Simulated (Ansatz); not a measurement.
We consider Si (P6₃/mmc, No. 194, 4 atoms in the cell; start mp-165; another form than the element's usual one), described by PBEsol in Ansatz (plane waves, PAW).

The input as run:

Ansatz 0.2 input:
```yaml
crystal:
  lattice:
    - [3.8248307476, 0.0, 0.0]
    - [-1.9124153738, 3.3124005926, 0.0]
    - [0.0, 0.0, 6.3242014902]
  atoms:
    - { symbol: Si, position: [0.3333333333, 0.6666666667, 0.0629976441] }
    - { symbol: Si, position: [0.6666666667, 0.3333333333, 0.9370023559] }
    - { symbol: Si, position: [0.6666666667, 0.3333333333, 0.5629976441] }
    - { symbol: Si, position: [0.3333333333, 0.6666666667, 0.4370023559] }
basis:
  ecutwfc: 520
  ecutrho_ratio: 4
  xc_grid: 2
kpoints:
  mp_grid: { grid: [12, 12, 6] }
  band_path:
    path:
      - [0.0, 0.0, 0.0]
      - [0.055556, 0.0, 0.0]
      - [0.111111, 0.0, 0.0]
      - [0.166667, 0.0, 0.0]
      - [0.222222, 0.0, 0.0]
      - [0.277778, 0.0, 0.0]
      - [0.333333, 0.0, 0.0]
      - [0.388889, 0.0, 0.0]
      - [0.444444, 0.0, 0.0]
      - [0.5, 0.0, 0.0]
      - [0.466667, 0.066667, 0.0]
      - [0.433333, 0.133333, 0.0]
      - [0.4, 0.2, 0.0]
      - [0.366667, 0.266667, 0.0]
      - [0.333333, 0.333333, 0.0]
      - [0.30303, 0.30303, 0.0]
      - [0.272727, 0.272727, 0.0]
      - [0.242424, 0.242424, 0.0]
      - [0.212121, 0.212121, 0.0]
      - [0.181818, 0.181818, 0.0]
      - [0.151515, 0.151515, 0.0]
      - [0.121212, 0.121212, 0.0]
      - [0.090909, 0.090909, 0.0]
      - [0.060606, 0.060606, 0.0]
      - [0.030303, 0.030303, 0.0]
      - [0.0, 0.0, 0.125]
      - [0.0, 0.0, 0.25]
      - [0.0, 0.0, 0.375]
      - [0.0, 0.0, 0.5]
      - [0.055556, 0.0, 0.5]
      - [0.111111, 0.0, 0.5]
      - [0.166667, 0.0, 0.5]
      - [0.222222, 0.0, 0.5]
      - [0.277778, 0.0, 0.5]
      - [0.333333, 0.0, 0.5]
      - [0.388889, 0.0, 0.5]
      - [0.444444, 0.0, 0.5]
      - [0.5, 0.0, 0.5]
      - [0.466667, 0.066667, 0.5]
      - [0.433333, 0.133333, 0.5]
      - [0.4, 0.2, 0.5]
      - [0.366667, 0.266667, 0.5]
      - [0.333333, 0.333333, 0.5]
      - [0.30303, 0.30303, 0.5]
      - [0.272727, 0.272727, 0.5]
      - [0.242424, 0.242424, 0.5]
      - [0.212121, 0.212121, 0.5]
      - [0.181818, 0.181818, 0.5]
      - [0.151515, 0.151515, 0.5]
      - [0.121212, 0.121212, 0.5]
      - [0.090909, 0.090909, 0.5]
      - [0.060606, 0.060606, 0.5]
      - [0.030303, 0.030303, 0.5]
      - [0.5, 0.0, 0.375]
      - [0.5, 0.0, 0.25]
      - [0.5, 0.0, 0.125]
      - [0.333333, 0.333333, 0.375]
      - [0.333333, 0.333333, 0.25]
      - [0.333333, 0.333333, 0.125]
    npoints: 1
hamiltonian:
  xc: pbesol
  dispersion: none
  pseudopotentials: { kind: paw }
scf:
  occupations: { method: fermi_dirac, width: 0.01 }
  convergence: { dr2_threshold: 0.0000000004 }
output:
  forces: true
  stress: true
  eigenvalues: true
  write_bands: true
```

Output (set-up and result lines):

```
Crystal: 4 atoms, lattice volume = 80.124 Å³
Basis set: ecut = 520 eV, 2153 PW (Γ), exchange–correlation on 60×60×96 points (8 copies of the dense FFT grid, shifted against one another)
Bands: 12, of which v1, the nominal top of the filled ones, is band 8 counted from 1 (7 counted from 0)
Symmetry: 24 space group operations
Space group: P63/mmc (ITA 194), of the structure as read, at distance tolerance 4.3e-5 Å
k-points: 76 of 864
Functional: x = pbesol(κ = 0.804, μ = 0.12345679012345678), c = pbesol(β = 0.046)
SCF iter   1: F=—  HF=-2485.933831 eV  |F-HF|=—  |Δ(HF+E_count)|=         —  Δρ=2.65e-3  dr2=6.71e-3
SCF iter   2: F=—  HF=-2485.933005 eV  |F-HF|=—  |Δ(HF+E_count)|=   8.26e-4  Δρ=1.01e-3  dr2=7.76e-4
  ...
SCF iter   5: F=—  HF=-2485.932998 eV  |F-HF|=—  |Δ(HF+E_count)|=   2.99e-7  Δρ=3.09e-6  dr2=3.95e-9
SCF iter   6: F=-2485.932998 eV  HF=-2485.932998 eV  |F-HF|=3.73e-11  |Δ(HF+E_count)|=   2.46e-9  Δρ=3.52e-7  dr2=8.47e-11
SCF 1 converged in 6 iterations: F = -2485.932998 eV  dr2 = 8.47e-11
SCF converged after 6 iterations
Free energy (F): -2485.932998 eV
Internal energy: -2485.932998 eV  (E = F + TS)
E sigma→0 (E₀):  -2485.932998 eV
Fermi energy:    6.580727 eV
--- Forces (eV/Å), atoms counted from 1 ---
  atom   1  Si     0.00000000    -0.00000000     0.00081332
  atom   2  Si    -0.00000000     0.00000000    -0.00081332
  atom   3  Si    -0.00000000     0.00000000     0.00081332
  atom   4  Si     0.00000000    -0.00000000    -0.00081332
--- Stress (GPa, compression-positive) ---
       -0.003074       0.000000       0.000000
        0.000000      -0.003074       0.000000
        0.000000       0.000000       0.014528
  P = ⅓ Tr σ = 0.0028 GPa (0.028 kbar)
```

The PAW data were made under PBE.

A start named mp-… is a Materials Project structure, which need not be a measured phase.

Ansatz is a first-principles code.
